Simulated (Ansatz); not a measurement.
Consider Pd in the fcc (Cu type) structure (space group Fm-3m, No. 225; a = 3.8414 Å; relaxed with 0.1 eV smearing). Axes: x, y, z lie along the cube axes.

Computed with Kohn–Sham DFT with the LDA functional, run in Ansatz (an electronic-structure program) with PAW and 420 eV plane waves, no spin-orbit coupling.

Strains are applied to the cell and any free atomic positions relax.

One change was made to it. Results:

The pressure (mean of the normal stresses, compression positive) goes from zero to -5.2 GPa; the energy increases by 7.2 meV/atom; the band gap remains zero.

Question: Which change produced these results?
A) uniaxial strain ε_zz = +2.50 %
B) uniaxial strain ε_zz = +3.00 %
C) uniaxial strain ε_zz = −2.00 %

Answer: A, uniaxial strain ε_zz = +2.50 %. For comparison, the energy relative to the base in the other runs: uniaxial strain ε_zz = +3.00 % gives +10 meV/atom; uniaxial strain ε_zz = −2.00 % gives +5.0 meV/atom.

Whether these cells are dynamically stable was not tested. All final runs are without spin polarisation. Pd lies near a magnetic instability that expansion can trigger; it was not tested.
